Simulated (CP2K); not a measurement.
A self-consistent single point of LiGe3 (I4/mmm, 4 atoms in the cell) with CP2K.

Method of the run: PBEsol, GPW, DZVP-MOLOPT-SR-GTH basis, GTH-PBE potentials (GTH_POTENTIALS) run with CP2K.

The change in words: lattice scaled by 0.97. Reference geometry:
```yaml
crystal:
  lattice:
    - [5.28344, 0.00000, 0.00000]
    - [2.05483, 4.86749, 0.00000]
    - [-3.66913, -2.43374, 2.92046]
  atoms:
    - { symbol: Li, position: [0.00000, 0.00000, 0.00000] }
    - { symbol: Ge, position: [0.75000, 0.25000, 0.50000] }
    - { symbol: Ge, position: [0.25000, 0.75000, 0.50000] }
    - { symbol: Ge, position: [0.50000, 0.50000, 0.00000] }
```

Reference input (self-consistent single point, DFT PBEsol, GPW, DZVP-MOLOPT-SR-GTH basis, GTH-PBE potentials (GTH_POTENTIALS)): CUTOFF = 400 Ry; REL_CUTOFF = 50 Ry; SMEAR/METHOD = METHFESSEL_PAXTON; SIGMA = 0.136 eV; KPOINTS/SCHEME = MONKHORST-PACK 9 9 9; XC_FUNCTIONAL = PBE:PBESOL; Li/BASIS_SET = DZVP-MOLOPT-SR-GTH; Li/POTENTIAL = GTH-PBE-q3; Ge/BASIS_SET = DZVP-MOLOPT-SR-GTH; Ge/POTENTIAL = GTH-PBE-q4; METHOD = GPW; EPS_DEFAULT = 1e-10. This run's input differs from it in these lines:

```diff
@@ -65,5 +65,5 @@
     &CELL
-      A 5.28343900 0.00000000 0.00000000
-      B 2.05482800 4.86748500 0.00000000
-      C -3.66913300 -2.43374300 2.92046000
+      A 5.12493700 0.00000000 0.00000000
+      B 1.99318300 4.72146100 0.00000000
+      C -3.55906000 -2.36073100 2.83284700
       PERIODIC XYZ
```

Output (repeated stretches shortened):

```
 SCF WAVEFUNCTION OPTIMIZATION

  Step     Update method      Time    Convergence         Total energy    Change
     1 NoMix/Diag. 0.20E+00      -     0.55908670       -19.4776644214 -1.95E+01
     2 Broy./Diag. 0.20E+00      -     0.00554241       -19.3455036918  1.32E-01
     3 Broy./Diag. 0.20E+00      -     0.01976057       -19.2144530916  1.31E-01
     4 Broy./Diag. 0.20E+00      -     0.00437312       -19.1857002219  2.88E-02
     5 Broy./Diag. 0.20E+00      -     0.00080615       -19.1809508112  4.75E-03
     6 Broy./Diag. 0.20E+00      -     0.00087388       -19.1790954532  1.86E-03
     7 Broy./Diag. 0.20E+00      -     0.00003749       -19.1795099103 -4.14E-04
     8 Broy./Diag. 0.20E+00      -     0.00015160       -19.1795529304 -4.30E-05
     9 Broy./Diag. 0.20E+00      -     0.00000060       -19.1795631662 -1.02E-05
  *** SCF run converged in     9 steps ***

  Overlap energy of the core charge distribution:               0.00000000003852
  Self energy of the core charge distribution:                -31.42222541703476
  Core Hamiltonian energy:                                      6.22551640509313
  Hartree energy:                                              11.28753245763982
  Exchange-correlation energy:                                 -5.27037257020688
  Smearing free energy correction:                             -0.00001404191948
  Fermi energy:                                                 0.21194098383076

  Total energy:                                               -19.17956316623917

 ENERGY| Total FORCE_EVAL ( QS ) energy [hartree]            -19.179561089610853

 FORCES| Atomic forces [hartree/bohr]
   [... lines left out ...]

 STRESS| Analytical stress tensor [bar]
 STRESS|                        x                   y                   z
 STRESS|      x        2.84612945289E+04  -1.83359214853E+03  -2.57011847125E+00
 STRESS|      y       -1.83359214853E+03   3.00098559263E+04  -1.68899327068E+00
 STRESS|      z       -2.57011847125E+00  -1.68899327068E+00   3.12244939738E+04
 STRESS| 1/3 Trace                                             2.98985481430E+04
```

The run converged in 9 iterations. Against the reference run the free energy goes up by 1.0 meV/atom and the pressure goes from -2.36 to 2.99 GPa.

The starting cell comes from a database of computed structures (which also holds hypothetical and non-ambient phases and stackings), without a prior relaxation at this level. Its lattice was rescaled by a random factor within 2.5 % of one. For this run, on top of that: lattice scaled by 0.97. Values carry the incompleteness of an atom-centred basis. The potentials were made for another functional than the one used.

Cost on one core of a shared machine: roughly 40 s.
